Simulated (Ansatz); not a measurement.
The starting structures come from a database of crystals and need not be the phases stable at ambient conditions.

By LDA and PBEsol, the system below comes out a metal.

Input:

```yaml
crystal:
  lattice:
    - [4.61181, 0.00000, 0.00000]
    - [-2.30590, 3.99394, 0.00000]
    - [2.30591, 1.33131, 1.69095]
  atoms:
    - { symbol: Te, position: [0.00000, 0.50000, 0.50000] }
```

Space group of this cell: R-3m. The cell is taken as given.

The current runs along the normal of the first two printed vectors, the (001) plane. All runs by Ansatz (an electronic-structure program), plane waves and PAW, without spin-orbit coupling; the base is PBEsol.

```json
[
 {"run": "base", "mean pressure (GPa)": "-0.3", "G/A, both spins (10¹⁵ S/m²)": "1.16"},
 {"run": "all lengths scaled by 0.98", "mean pressure (GPa)": "3.7", "G/A, both spins (10¹⁵ S/m²)": "___"},
 {"run": "all lengths scaled by 1.02", "mean pressure (GPa)": "-3.2", "G/A, both spins (10¹⁵ S/m²)": "1.13"},
 {"run": "lda in place of pbesol", "mean pressure (GPa)": "-1.3", "G/A, both spins (10¹⁵ S/m²)": "___"},
 {"run": "lengths across the current scaled by 0.98, ions clamped", "mean pressure (GPa)": "2.5", "G/A, both spins (10¹⁵ S/m²)": "1.20"},
 {"run": "lengths across the current scaled by 1.02, ions clamped", "mean pressure (GPa)": "-2.5", "G/A, both spins (10¹⁵ S/m²)": "1.12"},
 {"run": "lengths along the current scaled by 0.97, ions clamped", "mean pressure (GPa)": "1.3", "G/A, both spins (10¹⁵ S/m²)": "1.13"},
 {"run": "lengths along the current scaled by 1.03, ions clamped", "mean pressure (GPa)": "-1.6", "G/A, both spins (10¹⁵ S/m²)": "1.18"}
]
```

### Question
Complete the blanks.

### Answer

- all lengths scaled by 0.98, G/A, both spins (10¹⁵ S/m²): 1.19
- lda in place of pbesol, G/A, both spins (10¹⁵ S/m²): 1.17
